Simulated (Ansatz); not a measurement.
## tetragonal ZrO2 (1 1 0) on alpha quartz (1 0 0) (film strained to the substrate, started from cuts of the bulks and a machine-learned relaxation; metallic at this level, with no gap by band count; slabs Si8O16 and Zr10O16, which can lie off the formulas)

A periodic stack without vacuum, tetragonal ZrO2 (1 1 0) on alpha quartz (1 0 0) (film strained to the substrate, started from cuts of the bulks and a machine-learned relaxation; metallic at this level, with no gap by band count; slabs Si8O16 and Zr10O16, which can lie off the formulas): substrate slab Si8O16, film Zr10O16, surface cells [[0, 1], [-1, 0]] and [[1, 0], [0, 1]], film strained by -1.9 and +4.3 %, outermost planes O/O and Zr/Zr as cut, which need not be the usual terminations and can put a slab off its formula.

The start was prepared with a machine-learned potential, and the result is one local minimum, with the in-plane cell held and forces under 0.04 eV/Å; the film can end far from its bulk form.

All values below come from PBE (plane waves to 420 eV, PAW; Ansatz, a quantum-chemistry and plane-wave program). No spin–orbit coupling; the runs are not spin-polarised; PBE gaps are too small against experiment. Its k-point mesh 4×5×1, Fermi–Dirac width 0.05 eV.

| Item | Value |
|---|---|
| interface area | 27.7 Å² |
| period | 23.74 Å |
| heights between the nearest atoms of the two slabs at the two interfaces | 1.37 and 1.36 Å |
| Si–Zr contacts across the interfaces within 1.22 times the sum of covalent radii | 6, mean 3.07 Å |
| O–Zr contacts across the interfaces within 1.22 times the sum of covalent radii | 6, mean 2.28 Å |

```xyz
50
Lattice="5.5058 -0.0032 0.2048 -0.0043 5.0174 0.1945 3.2109 1.7805 23.9660" Properties=species:S:1:pos:R:3 pbc="T T T"
Si     2.0799     4.9736     4.1808
Si     5.7898     3.6888     2.1360
Si     3.8245     1.3652     1.6813
O      1.2329     3.5207     0.5923
O      4.9439     2.3521     2.4404
O      2.9384     0.8831     2.9827
O      1.0096     4.1110     3.2980
O      4.8266     4.9436     1.4943
O      3.0635     3.9352     4.9463
Si     1.8882     2.2178     8.4577
Si     5.6303     0.9126     6.4109
Si     3.7908     3.4158     6.3041
O      1.2709     0.8770     5.0466
O      4.9409     4.4661     6.7770
O      2.6783     3.2514     7.4796
O      6.3134     1.3398     7.8188
O      4.4838     1.9822     5.9772
O      2.9649     1.1953     9.1357
Si     5.6452     3.4078    11.0812
Si     3.6789     0.7287    10.5059
O      1.1517     3.0352     9.6321
O      4.5587     2.0088    11.2108
O      2.7130     0.4297    11.7998
O      4.6361     4.5122    10.3203
Zr     6.7342     4.2989    13.5764
Zr     3.6796     1.9126    13.2614
Zr     6.5558     1.6627    15.6724
Zr     4.0375     4.4036    15.6228
O      8.0079     5.6378    14.6815
O      5.1628     5.5702    14.1294
O      2.5439     3.1199    14.5812
O      5.1755     2.9670    14.4070
Zr     6.0918     4.3456    18.1090
Zr     3.3112     1.6199    18.0302
O      7.0480     2.6072    17.5445
O      4.2866     3.3874    17.4178
O      2.2898     5.3245    16.9034
O      4.8996     5.9234    16.9063
Zr     6.3759     1.5360    20.6308
Zr     3.6430     4.2278    20.6268
O      7.5139     5.2090    19.6197
O      4.7666     5.6040    19.4391
O      8.2605     2.5137    20.1733
O      5.4750     3.2207    20.0074
Zr     5.9140     4.0750    23.1994
Zr     3.2408     1.4411    22.9375
O      6.8661     2.4038    22.5879
O      4.1377     3.1653    22.5149
O      7.6158     5.0542    22.2325
O      4.8475     5.5775    21.9981
```
